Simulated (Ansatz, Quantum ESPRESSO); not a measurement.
## Code comparison for YbCuBi (P6_3mc, 6 atoms in the cell)

Self-consistent single point, at a second geometry (lattice scaled by 0.98). First geometry:

```
YbCuBi
1.0
    4.63586     0.00000     0.00000
   -2.31793     4.01477     0.00000
    0.00000     0.00000     7.60281
Yb Cu Bi
2 2 2
Cartesian
  0.00000   0.00000   3.70614
  0.00000   0.00000   7.50755
  0.00000   2.67652   2.42765
  2.31793   1.33826   6.22906
  2.31793   1.33826   1.66061
  0.00000   2.67652   5.46201
```

Shared settings, as Ansatz (a first-principles code) writes them: kpoints.mp_grid.grid = 6 6 3; scf.occupations.method = gaussian; scf.occupations.width = 0.136 eV. Potentials and cutoffs stand in the table.

```tsv
code	model	ΔF from the first geometry (meV/atom)	pressure (GPa)	largest force (eV/Å)	cutoff
Ansatz	PBEsol, PAW files made with PBE	-10.7	0.56	0.118	default
Quantum ESPRESSO	PBEsol, SSSP 1.1.2 efficiency (PBE) pseudopotentials	-13.6	0.03	0.107	50 Ry
```

Size of the force on each atom (eV/Å): Sizes of forces hide their directions.

```csv
code,Yb1,Yb2,Cu3,Cu4,Bi5,Bi6
Ansatz,0.034,0.034,0.118,0.118,0.084,0.084
Quantum ESPRESSO,0.008,0.008,0.107,0.107,0.099,0.099
```

On Ansatz's run: spin-orbit coupling is off. Spin polarisation is off.

The spread over the programs that give each value: ΔF from the first geometry within 2.9 meV/atom; pressure within 0.53 GPa; largest force within 0.011 eV/Å.

Ansatz's pressure is given at a fixed set of plane waves, as the other plane-wave codes print theirs; with its correction for the finite basis it is 0.63 GPa.

The starting cell comes from a database of computed structures (which also holds hypothetical and non-ambient phases and stackings), without a prior relaxation at this level. For this run, on top of that: lattice scaled by 0.98.

Left out of this page: Elk (not drawn, or without a comparable value); FLEUR (with a known weakness of the program).

Keys are those of Ansatz 0.2.
